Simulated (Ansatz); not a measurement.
Defect: Ga vacancy in zinc-blende GaP, charge state -3. Method: PBE, PAW (plane waves to 420 eV; Ansatz, a program for electronic structure).

Settings: 64 host sites, the relaxed PBE lattice, one k-point at (0.250, 0.250, 0.250), smearing 0.01 eV, spin-restricted, no image-charge correction. Energies are static. The charge state is imposed; whether it is stable for some Fermi level was not computed. Forms of the defect that were not tried may lie lower.

Barriers: single points on a 2×2×2 k-point mesh shifted by half a step at the bands' geometries.

The only route run: one Ga atom jumps into the vacancy from a nearby Ga site; the atom moves 3.75 Å along (0.00, 0.48, -0.48) of the unit cell; the moving atom starts with neighbours P at 2.34, P at 2.40, 2 P at 2.42 Å and ends with P at 2.34, 2 P at 2.41, P at 2.42 Å. Its barrier is 1.92 eV. The saddle point's order was not checked. The defect has 12 equivalent sites to jump to, 3.89 Å away. Attempt frequency: take 10 THz as a typical guess.

Q: Estimate the defect's diffusion coefficient at 300 K, how far it wanders in 1 s, and how much an error of 0.1 eV in the barrier would matter.

A: kT = 0.0259 eV, so each jump happens at Γ = ν exp(−E/kT) = 1.0e13 × exp(−74.27) ≈ 5.6e-20 s⁻¹. For uncorrelated jumps in a cubic host D = z λ² Γ / 6 = 12 × (3.89e-8 cm)² × 5.6e-20 / 6 ≈ 1.7e-34 cm²/s. The root-mean-square distance is √(6Dt) ≈ 3e-10 nm, less than one jump, so the defect is frozen in. An error of 0.1 eV changes D by a factor exp(0.1/kT) ≈ 48, and the distance by its square root. This is the isolated defect's own diffusivity; trapping, its concentration and zero-point motion are left out.
